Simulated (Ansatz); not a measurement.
## 1T (CdI2-type) GeI₂ (model structure)

Level of theory: HSE06-D3(BJ) (PAW; Ansatz, a first-principles code).

Cell: relaxed with PBE-D3(BJ): a = 4.215 Å, b = 4.215 Å, c = 6.844 Å, α = 90.00°, β = 90.00°, γ = 120.00°.

For 1T (CdI2-type) GeI₂ (model structure), the interlayer binding energy is 20.0 meV/Å².

Note: the relaxation could raise the start's symmetry but not lower it, so the cell can be a saddle point.

Spin–orbit coupling is not included.

Static lattice: no zero-point or thermal effects.

It cost about 13 core-minutes (a rough figure) of CPU time.

A model structure was made by putting elements into a prototype or built by hand; it is no filed structure, need not be a known phase, and can be a saddle point held by its symmetry.
